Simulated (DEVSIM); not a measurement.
Device: W/SiO2/p-Ge capacitor, at 350 K.

| layer (left to right) | material | thickness (nm) | Na (cm⁻³) |
|---|---|---|---|
| 1 | SiO2 | 26.0 | - |
| 2 | Ge | 17000 | 1.2e15 |

Metal gate on the left, work function 4.6 eV. Fixed charge at the semiconductor interface -5.8e10 cm⁻² (in units of +e); no interface traps.

This is a model device: material constants are rounded textbook-type values typed into the input, and sizes, dopings and lifetimes were drawn at random. Values at 300 K; Nc and Nv go as T^1.5, mobilities as T to minus their exponent, the gap by Varshni's rule with the affinity fixed.

```
parameter         SiO2        Ge
----------------  ----  --------
gap (eV)             9     0.664
affinity (eV)      0.9         4
permittivity       3.9        16
Nc (cm⁻³)            -   1.04e19
Nv (cm⁻³)            -      6e18
Varshni α (eV/K)     -  0.000477
Varshni β (K)        -       235
```

DEVSIM, 1D Poisson equation in equilibrium, Boltzmann statistics, complete ionisation; no quantum confinement or tunnelling. Metal contacts follow the ideal Schottky-Mott rule: no Fermi-level pinning, no interface dipoles.

### Question
Tabulate band edges, carrier densities and field at -0.55 V on the gate.

### Answer
Energies count from the Fermi level of the right contact; mesh points crowd at the junctions.

| x (μm) | Ec (eV) | Ev (eV) | n (cm⁻³) | p (cm⁻³) | field (V/cm) |
|---|---|---|---|---|---|
| 0.000 | 4.250 | -4.750 | < 1e2 | < 1e2 | -220000 |
| 0.001944 | 4.206 | -4.794 | < 1e2 | < 1e2 | -220000 |
| 0.006597 | 4.102 | -4.898 | < 1e2 | < 1e2 | -220000 |
| 0.01679 | 3.873 | -5.127 | < 1e2 | < 1e2 | -220000 |
| 0.02422 | 3.706 | -5.294 | < 1e2 | < 1e2 | -220000 |
| 0.02604 | 0.566 | -0.079 | 9.4e10 | 5.5e17 | -61000 |
| 0.02805 | 0.554 | -0.090 | 1.4e11 | 3.8e17 | -51000 |
| 0.03728 | 0.520 | -0.124 | 4.3e11 | 1.2e17 | -28000 |
| 0.05925 | 0.478 | -0.166 | 1.7e12 | 3.1e16 | -13000 |
| 0.1168 | 0.433 | -0.212 | 7.7e12 | 6.8e15 | -4900 |
| 0.2791 | 0.395 | -0.249 | 2.7e13 | 2.0e15 | -1000 |
| 1.011 | 0.382 | -0.263 | 4.2e13 | 1.2e15 | ≈ 0 |
| 2.752 | 0.382 | -0.263 | 4.2e13 | 1.2e15 | ≈ 0 |
| 7.313 | 0.382 | -0.263 | 4.2e13 | 1.2e15 | ≈ 0 |
| 14.43 | 0.382 | -0.263 | 4.2e13 | 1.2e15 | ≈ 0 |
| 16.09 | 0.382 | -0.263 | 4.2e13 | 1.2e15 | ≈ 0 |
| 16.68 | 0.382 | -0.263 | 4.2e13 | 1.2e15 | ≈ 0 |
| 16.90 | 0.382 | -0.263 | 4.2e13 | 1.2e15 | ≈ 0 |
| 16.99 | 0.382 | -0.263 | 4.2e13 | 1.2e15 | ≈ 0 |
| 17.02 | 0.382 | -0.263 | 4.2e13 | 1.2e15 | ≈ 0 |
| 17.02 | 0.382 | -0.263 | 4.2e13 | 1.2e15 | ≈ 0 |
| 17.03 | 0.382 | -0.263 | 4.2e13 | 1.2e15 | ≈ 0 |
